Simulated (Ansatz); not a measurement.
For Ta2O5 (model structure, C2/c, No. 15, 14 atoms in the cell), LDA (Ansatz, a quantum-chemistry and plane-wave program, PAW) gives:

- cohesive energy = 8.62 eV/atom
- band gap = 3.18 eV

**Question.** What does r²SCAN+rVV10 in Ansatz (PAW) give for the same quantities?

**Answer.** 
- cohesive energy: 7.55 eV/atom (falls by 1.07 eV/atom)
- band gap: 3.72 eV (increases by 0.54 eV)

Changes are worked out from the printed values.

Unless a cell is named, each level is at its own relaxed cell (LDA 11.63, r²SCAN+rVV10 11.81 Å³/atom).

Levels without +SOC leave out spin–orbit coupling, which shifts energies and cells of such heavy elements.

Levels without +SOC have no spin–orbit coupling; where heavier elements are present it shifts gaps, mostly down, and can invert bands. Density-functional gaps are differences of (generalised) Kohn–Sham levels.

Ansatz's density-functional and Hartree–Fock values are scalar-relativistic unless marked +SOC, with PAW data made under PBE.

A model structure was made by putting elements into a prototype or built by hand; it is no filed structure, need not be a known phase, and can be a saddle point held by its symmetry.
